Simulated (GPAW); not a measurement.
Input and output of a self-consistent single point for NaTlO (P1, 6 atoms in the cell) (GPAW).

Computed with PBEsol, GPAW PAW datasets PBEsol (made by gpaw-setup) (plane waves; GPAW).

The change in words: atoms moved at random. Reference geometry:
```yaml
crystal:
  lattice:
    - [3.48439, 0.00000, 0.00000]
    - [-1.74219, 3.01757, 0.00000]
    - [0.00000, 0.00000, 11.39459]
  atoms:
    - { symbol: Na, position: [0.66667, 0.33333, 0.89389] }
    - { symbol: Na, position: [0.33333, 0.66667, 0.39389] }
    - { symbol: Tl, position: [0.33333, 0.66667, 0.11572] }
    - { symbol: Tl, position: [0.66667, 0.33333, 0.61572] }
    - { symbol: O, position: [0.00000, 0.00000, 0.99040] }
    - { symbol: O, position: [0.00000, 0.00000, 0.49040] }
```

Reference input (self-consistent single point, DFT PBEsol, plane waves, GPAW PAW datasets PBEsol (made by gpaw-setup)): mode = pw; ecut = 950 eV; xc = PBEsol; kpts = 7 7 2; mesh shift (steps) = 0 0 0; occupations.name = fixed-uniform; nbands = -6; convergence.bands = -4; symmetry.symmorphic = false; symmetry.tolerance = 0.0005; maxiter = 120. This run's input differs from it in these lines:

```diff
@@ -8,8 +8,8 @@
                     [0.000000, 0.000000, 11.394590]],
-              scaled_positions=[[0.666667, 0.333333, 0.893890],
-                                [0.333333, 0.666667, 0.393890],
-                                [0.333333, 0.666667, 0.115720],
-                                [0.666667, 0.333333, 0.615720],
-                                [0.000000, 0.000000, 0.990400],
-                                [0.000000, 0.000000, 0.490400]],
+              scaled_positions=[[0.662731, 0.320554, 0.887848],
+                                [0.347295, 0.679151, 0.394913],
+                                [0.348326, 0.658996, 0.112897],
+                                [0.662375, 0.335568, 0.620458],
+                                [-0.025895, -0.009964, 0.993252],
+                                [0.005168, 0.015695, 0.490653]],
               pbc=True)
```

Output (repeated stretches shortened):

```
     iter     time        total  log10-change:
                         energy   eigst   dens
iter:   1 --:--:--   -29.744081   -0.02
iter:   2 --:--:--   -28.151089   -1.13  -1.10
iter:   3 --:--:--   -25.308499   -0.50  -1.15
iter:   4 --:--:--   -25.591213   -1.82  -1.40
iter:   5 --:--:--   -25.264265   -1.66  -1.41
iter:   6 --:--:--   -25.158619   -1.45  -1.74
iter:   7 --:--:--   -25.141430   -2.55  -2.03
iter:   8 --:--:--   -25.182667   -1.99  -2.18
iter:   9 --:--:--   -25.132652   -2.39  -2.10
iter:  10 --:--:--   -25.132376   -3.70  -2.62
iter:  11 --:--:--   -25.131981c  -4.78  -2.80
iter:  12 --:--:--   -25.131943c  -4.97  -2.79
iter:  13 --:--:--   -25.132486c  -4.59  -2.89
iter:  14 --:--:--   -25.132203c  -4.81  -3.15
iter:  15 --:--:--   -25.132116c  -4.53  -3.39
iter:  16 --:--:--   -25.132097c  -5.98  -3.65
iter:  17 --:--:--   -25.132092c  -5.90  -3.74
iter:  18 --:--:--   -25.132092c  -6.76  -3.94
iter:  19 --:--:--   -25.132090c  -7.28  -3.95
iter:  20 --:--:--   -25.132089c  -7.61c -4.08c
Converged after 20 iterations.

Dipole moment: (2.382708, -0.542812, 5.858359) |e|*Ang

Energy contributions relative to reference atoms: (reference = -1112676.895291)

Kinetic:        +33.161716
Potential:      -31.122464
External:        +0.000000
XC:             -27.591995
Entropy (-ST):   +0.000000
Local:           +0.420655
SIC:             +0.000000
--------------------------
Free energy:    -25.132089
Extrapolated:   -25.132089

Showing only first 2 kpts
 Kpt  Band  Eigenvalues  Occupancy
  0    24      2.24446    2.00000
  0    25      2.29927    2.00000
  0    26      3.82172    0.00000
  0    27      5.78302    0.00000

  1    24      2.16696    2.00000
  1    25      2.24504    2.00000
  1    26      4.66562    0.00000
  1    27      4.85405    0.00000

Fermi level: 3.49006

Gap: 0.663 eV
Transition (v -> c):
   [... lines left out ...]
Direct gap: 1.522 eV
   [... lines left out ...]
  0 Na   -0.13222    0.03494    0.31848
  1 Na   -0.10213    0.01326   -0.13957
  2 Tl   -0.22008   -0.05528    0.35447
  3 Tl    0.01420    0.03802   -0.62566
  4 O     0.36157    0.01722   -0.47881
  5 O     0.08000   -0.04826    0.59440

Stress tensor:
     0.004966     0.000422     0.000220
     0.000422     0.004532     0.000700
     0.000220     0.000700     0.002422
Stress (GPa, Voigt): [0.7957 0.7261 0.3881 0.1122 0.0352 0.0676]
```

The run converged in 20 iterations. GPAW prints stress with tension positive. Against the reference run the free energy goes up by 10.0 meV/atom, the largest force goes from 0.184 to 0.627 eV/Å and the gap on the mesh goes from 0.960 to 0.663 eV.

At such cutoffs GPAW's stress carries a finite-basis (Pulay) error, which enters relaxed cells too; its log prints stress with tension positive.

The starting cell comes from a database of computed structures (which also holds hypothetical and non-ambient phases and stackings), without a prior relaxation at this level. For this run, on top of that: atoms moved at random. Spin-orbit coupling is off.

Cost on one core of a shared machine: roughly 2 min.
